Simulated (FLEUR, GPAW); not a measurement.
A FLEUR input for a self-consistent single point of VS (P6_3/mmc, 4 atoms in the cell) (DFT, PBEsol, all-electron FLAPW (FLEUR), scalar-relativistic valence):

Input of the input generator:

```
VS FLAPW
&input film=f /
3.1064035506 0.0000001043 0.0000000000
-1.5532018656 2.6902243371 0.0000000000
0.0000000000 0.0000000000 6.0045870000
1.8897261246
1.0 1.0 1.0

4
23 0.0000000000 0.0000000000 0.0000000000
23 0.0000000000 0.0000000000 0.5000000000
16 0.6666666667 0.3333333333 0.2500000000
16 0.3333333333 0.6666666667 0.7500000000

&comp jspins=1 /
&exco xctyp='PBEs' /
&kpt div1=10 div2=10 div3=5 gamma=t /
&end /
```

```xml
<?xml version="1.0" encoding="UTF-8" standalone="no"?>
<fleurInput fleurInputVersion="0.39">
   <comment>
      VS FLAPW                                                                                            
   </comment>
   <calculationSetup>
      <cutoffs Kmax="4.0" Gmax="16.0" GmaxXC="16.0" numbands="0"/>
      <scfLoop itmax="100" minDistance="0.00001" maxIterBroyd="40" imix="Anderson" alpha="0.05" precondParam="0.0" spinf="2.0"/>
      <coreElectrons ctail="T" frcor="F" kcrel="0" coretail_lmax="0"/>
      <xcFunctional name="PBEs" relativisticCorrections="F"/>
      <magnetism jspins="1"/>
      <soc l_soc="F" theta="0.0" phi="0.0" spav="F"/>
      <expertModes spex="0" secvar="F"/>
      <geometryOptimization l_f="T" forcealpha="1.0" forcemix="BFGS" epsdisp="0.00001" epsforce="0.00001"/>
      <ldaU l_linMix="F" mixParam="0.05" spinf="1.0"/>
   </calculationSetup>
   <cell>
      <bzIntegration valenceElectrons="38.0" mode="hist" fermiSmearingEnergy="0.00367493">
         <kPointListSelection listName="default-1"/>
         <!-- k-points included here -->
         <xi:include xmlns:xi="http://www.w3.org/2001/XInclude" href="kpts.xml"> </xi:include>
      </bzIntegration>
      <!-- symmetry operations included here -->
      <xi:include xmlns:xi="http://www.w3.org/2001/XInclude" href="sym.xml"> </xi:include>
      <bulkLattice scale="1.0">
         <bravaisMatrix>
            <row-1>    5.8702519431190181     0.0000001970984348     0.0000000000000000</row-1>
            <row-2>   -2.9351261422017778     5.0837872108525870     0.0000000000000000</row-2>
            <row-3>    0.0000000000000000     0.0000000000000000    11.3470249213335386</row-3>
         </bravaisMatrix>
      </bulkLattice>
   </cell>
   <atomSpecies>
      <species name="Vanadium (V)" element="V" atomicNumber="23">
         <mtSphere radius="2.50" gridPoints="879" logIncrement="0.014"/>
         <atomicCutoffs lmax="10" lnonsphr="8"/>
         <electronConfig flipSpins="F">
            <coreConfig>(1s1/2) (2s1/2) (2p1/2) (2p3/2)</coreConfig>
            <valenceConfig>(3s1/2) (3p1/2) (3p3/2) (4s1/2) (3d3/2) (3d5/2)</valenceConfig>
            <stateOccupation state="(3d3/2)" spinUp="0.6" spinDown="0.6"/>
            <stateOccupation state="(3d5/2)" spinUp="0.9" spinDown="0.9"/>
         </electronConfig>
         <energyParameters s="4" p="4" d="3" f="4"/>
         <lo type="SCLO" l="0" n="3" eDeriv="0"/>
         <lo type="SCLO" l="1" n="3" eDeriv="0"/>
      </species>
      <species name="Sulfur (S)" element="S" atomicNumber="16">
         <mtSphere radius="1.63" gridPoints="575" logIncrement="0.02"/>
         <atomicCutoffs lmax="6" lnonsphr="4"/>
         <electronConfig flipSpins="F">
            <coreConfig>(1s1/2) (2s1/2) (2p1/2) (2p3/2)</coreConfig>
            <valenceConfig>(3s1/2) (3p1/2) (3p3/2)</valenceConfig>
            <stateOccupation state="(3p1/2)" spinUp="0.6666666666667" spinDown="0.6666666666667"/>
            <stateOccupation state="(3p3/2)" spinUp="1.3333333333333" spinDown="1.3333333333333"/>
         </electronConfig>
         <energyParameters s="3" p="3" d="3" f="4"/>
      </species>
   </atomSpecies>
   <atomGroups>
      <atomGroup species="Vanadium (V)">
         <relPos label="                   1">.0000000000 .0000000000 .0000000000</relPos>
         <relPos label="                   2">.0000000000 .0000000000 1.000/2.000</relPos>
         <force calculate="T" relaxXYZ="TTT"/>
      </atomGroup>
      <atomGroup species="Sulfur (S)">
         <relPos label="                   3">-1.000/3.000 1.000/3.000 1.000/4.000</relPos>
         <relPos label="                   4">1.000/3.000 -1.000/3.000 -1.000/4.000</relPos>
         <force calculate="T" relaxXYZ="TTT"/>
      </atomGroup>
   </atomGroups>
   <output dos="F" band="F" slice="F">
      <checks vchk="F" cdinf="F"/>
      <bandDOS minEnergy="-.5*Htr" maxEnergy="0.5*Htr" sigma="0.015" storeEVData="T"/>
      <vacuumDOS vacdos="F" integ="F" star="F" nstars="0" locx1="0.0" locy1="0.0" locx2="0.0" locy2="0.0" nstm="0" tworkf="0.0"/>
      <unfoldingBand unfoldBand="F" supercellX="1" supercellY="1" supercellZ="1"/>
      <plotting iplot="0" polar="F">
         <plot TwoD="T" vec1="  1.0  0.0  0.0" vec2="  0.0  1.0  0.0" vec3="  0.0  0.0  1.0" zero="  0.0  0.0  0.0" file="plot"/>
      </plotting>
      <chargeDensitySlicing numkpt="0" minEigenval="0.0" maxEigenval="0.0" nnne="0" pallst="F"/>
      <specialOutput eonly="F"/>
      <magneticCircularDichroism mcd="F" energyLo="-10.0" energyUp="0.0"/>
   </output>
  <!-- We include the file relax.xml here to enable relaxations (see documentation) -->
  <xi:include xmlns:xi="http://www.w3.org/2001/XInclude" href="relax.xml"> <xi:fallback/> </xi:include>
</fleurInput>
```

Question: Translate this input to GPAW.

Answer: One input that does it (others would too):

```python
from ase import Atoms
from ase.units import GPa
from gpaw import GPAW, PW, FermiDirac

atoms = Atoms(['V', 'V', 'S', 'S'],
              cell=[[3.106404, 0.000000, 0.000000],
                    [-1.553202, 2.690224, 0.000000],
                    [0.000000, 0.000000, 6.004587]],
              positions=[[0.000000, 0.000000, 0.000000],
                         [0.000000, 0.000000, 3.002293],
                         [1.553204, 0.896740, 1.501147],
                         [-0.000002, 1.793484, 4.503440]],
              pbc=True)

calc = GPAW(mode=PW(800),
            xc='PBEsol',
            kpts={'size': (10, 10, 5), 'gamma': True},
            occupations=FermiDirac(0.1),
            nbands=-12,
            symmetry={'symmorphic': False, 'tolerance': 0.0005},
            maxiter=100)

atoms.calc = calc

energy = atoms.get_potential_energy()
print('Energy (eV):', round(energy, 6))
forces = atoms.get_forces()
print('Forces (eV/Ang):')
print(forces.round(5))
stress = atoms.get_stress()
print('Stress (GPa, Voigt):', (stress / GPa).round(4))
```

Basis settings and potentials, where a program has them, do not carry over. This input uses DFT PBEsol, plane waves, GPAW PAW datasets PBEsol (made by gpaw-setup).

The starting cell comes from a database of computed structures (which also holds hypothetical and non-ambient phases and stackings), without a prior relaxation at this level. For this run, on top of that: lattice scaled by 0.98.
